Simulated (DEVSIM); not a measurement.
Device: illuminated Si n-on-p cell, one wavelength, at 300 K.

Layer 1 from the left is Si, thickness (μm) 0.0780, Nd (cm⁻³) 5.6e17, τn (s) 1.4e-8, τp (s) 1.7e-8, absorption coefficient (cm⁻¹) 2500. Layer 2 from the left is Si, thickness (μm) 35.0, Na (cm⁻³) 2.5e15, τn (s) 3e-7, τp (s) 3e-7, absorption coefficient (cm⁻¹) 2500.

Left contact: ohmic, minority hole recombination velocity 6e5 cm/s. Right contact: ohmic, minority electron recombination velocity 50 cm/s. Voltage is applied to the left contact. Recombination: SRH at mid-gap, radiative, Auger. Light enters at the left, 2.3e15 photons cm⁻² s⁻¹, one pass, no reflection. Mobility is μmin + (μ − μmin)/(1 + (N/Nref)^α).

Constants are typed, rounded textbook-type inputs, not results; the design itself was drawn at random and stands for no fabricated device. Values at 300 K.

Si: gap (eV) 1.124, affinity (eV) 4.05, permittivity 11.7, Nc (cm⁻³) 2.86e19, Nv (cm⁻³) 3.1e19, μn (cm²/Vs) 1417, μp (cm²/Vs) 470, μn,min 52, μp,min 45, Nref,n 9.7e16, Nref,p 2.2e17, αn 0.68, αp 0.72, B (cm³/s) 4.7e-15, Cn (cm⁶/s) 2.8e-31, Cp (cm⁶/s) 9.9e-32.

Model (solved in DEVSIM): 1D drift-diffusion, Boltzmann statistics, complete ionisation; no tunnelling, impact ionisation, image-force lowering or self-heating.

Task: What does the simulation give for the fill factor, the share of generated pairs collected at short circuit?

Result: fill factor 0.74; share of generated pairs collected at short circuit 0.924.
